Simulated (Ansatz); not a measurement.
An Ansatz (a first-principles code) input (plane-wave PAW DFT at the PBE level (Ansatz, 420 eV), scalar-relativistic without spin-orbit coupling, earlier PAW set):

Ansatz 0.2 input:
```yaml
crystal:
  lattice:
    - [4.112241799, 0, 0]
    - [-2.0561208995, 3.5613058644, 0]
    - [0, 0, 6.6928819111]
  atoms:
    - { symbol: Cd, position: [0.3333333333, 0.6666666667, 0.9991666263] }
    - { symbol: Cd, position: [0.6666666667, 0.3333333333, 0.4991666263] }
    - { symbol: S, position: [0.3333333333, 0.6666666667, 0.3756333737] }
    - { symbol: S, position: [0.6666666667, 0.3333333333, 0.8756333737] }
basis: { ecutwfc: 420, ecutrho_ratio: 4, xc_grid: 2, fft_grid_basis: typed }
kpoints: { mp_grid: { grid: [9, 9, 5] } }
hamiltonian:
  xc: pbe
  dispersion: none
  pseudopotentials: { azcp: { folder: ./paw }, kind: paw }
scf: { occupations: { method: fermi_dirac, width: 0.05 }, convergence: { dr2_threshold: 0.0000000004 } }
relax: { f_tol: 0.005, max_steps: 50 }
output: { forces: true, stress: true }
checkpoint: { write: state.ck, write_every: 1000 }
```

### Question
Which symmetry and how many k-points will the program report, and about how many plane waves at Γ?

### Answer
Space group P63mc (ITA 186) with 12 operations, k-points 36 of 405, and 1919 plane waves at Γ.

### Question
And the final pressure?

### Answer
3.73 GPa (compression positive).

The cells carry an imposed strain or load. Stability against distortions was not tested. The cell was made from CdS in the wurtzite structure (space group P6_3mc, No. 186) by this change: isotropic strain −2.01 %.
